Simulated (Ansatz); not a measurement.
```xyz
1
Lattice="-1.5800 1.5800 1.5800 1.5800 -1.5800 1.5800 1.5800 1.5800 -1.5800" Properties=species:S:1:pos:R:3 pbc="T T T"
Mo     0.0000     0.0000     0.0000
```

The run noted for some of its cells that some bands missed the eigensolver's tolerance.

Task: What linear thermal expansion coefficient does quasi-harmonic approximation on PBE in Ansatz (an electronic-structure program) give at 800 K, and what isobaric heat capacity per mole of formula units and Grüneisen parameter?

Result: α = 6.7 × 10⁻⁶ K⁻¹; C_P = 26.7 J/(mol K); γ = 1.78. The crystal is held in this phase throughout; melting and phase transitions are not modelled.
